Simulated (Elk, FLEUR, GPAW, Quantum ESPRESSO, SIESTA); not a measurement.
**Code comparison for ZnSe (F-43m, 2 atoms in the cell)**

Self-consistent single point.

```
ZnSe
1.0
    0.00000     2.82027     2.82027
    2.82027     0.00000     2.82027
    2.82027     2.82027     0.00000
Zn Se
1 1
Cartesian
  0.00000   0.00000   0.00000
  4.23040   4.23040   4.23040
```

Shared settings, as Quantum ESPRESSO writes them: occupations = smearing; smearing = fermi-dirac; degauss = 0.00147 Ry; K_POINTS = automatic 10 10 10 0 0 0. Potentials and cutoffs stand in the table.

| code | model | pressure (GPa) | gap on the mesh (eV) | cutoff |
|---|---|---|---|---|
| Quantum ESPRESSO | PBE+U, PSlibrary ultrasoft (PBE) pseudopotentials | 3.31 | 1.490 | 50 Ry |
| SIESTA | GGA PBE+U, numerical atomic orbitals DZP, PseudoDojo PBE standard norm-conserving potentials (rewritten from UPF to PSML) | 4.43 | 1.728 | grid 350 Ry |
| Elk | PBE+U, all-electron FP-LAPW, Elk's shipped species files, default APW+lo basis | – | 1.502 | default |
| FLEUR | PBE+U, all-electron FLAPW (FLEUR), scalar-relativistic valence | – | 1.574 | Kmax 3.8 1/bohr |
| GPAW | PBE+U, GPAW PAW datasets PBE (gpaw-data 1.0.1) | 3.01 | 1.598 | 850 eV |

Hubbard term: ortho-atomic; U Zn-3d 5 eV.

A dash marks a value that a program does not give, or that is left out as unsure.

Gaps are read on the mesh.

On Quantum ESPRESSO's run: spin polarisation is off. The U value is a test value.

The spread over the programs that give each value: pressure within 1.42 GPa; gap on the mesh within 0.238 eV.

SIESTA uses small atom-centred bases, whose incompleteness enters pressures, forces and empty levels differently from a plane-wave cutoff. Elk and FLEUR treat all electrons, but the usual bases taken here (sphere radii, linearisation, local orbitals, empty states) were not tested for convergence, so the values are no reference for the others. The same U acts on different projectors in each program, which moves gaps, moments and pressures. In the pressure, SIESTA (by 1.27) lies more than 1 GPa from the median of the plane-wave programs. In the gap, SIESTA (by 0.184) lies more than 0.12 eV from the median of the plane-wave programs.

The starting cell comes from a database of computed structures (which also holds hypothetical and non-ambient phases and stackings), without a prior relaxation at this level. Its lattice was rescaled by a random factor within 2.5 % of one.

Left out of this page: Ansatz (on a method kept out of this collection).
